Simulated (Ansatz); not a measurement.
The starting structures come from a database of crystals and need not be the phases stable at ambient conditions.

Consider the following.

```
InP
1.0
    4.16811     0.00000     0.00000
   -2.08406     3.60969     0.00000
    0.00000     0.00000     6.83999
In P
2 2
Cartesian
  2.08405   1.20323   3.42136
  0.00000   2.40646   0.00137
  2.08405   1.20323   5.98362
  0.00000   2.40646   2.56363
```

Space group of this cell: P6_3mc, wurtzite. The cell is taken as given.

Level of theory: r2SCAN (plane waves, PAW; Ansatz, an electronic-structure program).

The current runs along the normal of the first two printed vectors; no spin-orbit coupling. Scaled by the factor s: the length along the current (ions clamped). The meshes follow the cell: 12×12×6 and 12×12 across at s = 0.97, 12×12×6 and 12×12 across at s = 1.00, 12×12×4 and 12×12 across at s = 1.03.

```csv
s,mean pressure (GPa),band gap (eV)
0.97,2.5,1.35
1.00,0.1,1.11
1.03,-1.7,?
```

**Question.** Take the slope of the band gap against ln s from the two given rows, extrapolate to s = 1.03, and say what the run there gives.

**Answer.** Slope = (1.35 − 1.11) / ln 0.97 = -7.88 eV. The line gives 1.11 + (-7.88) × ln 1.03 = 0.88 eV. The run gives 0.86 eV, 0.02 eV under the line, 7 % of the predicted step.
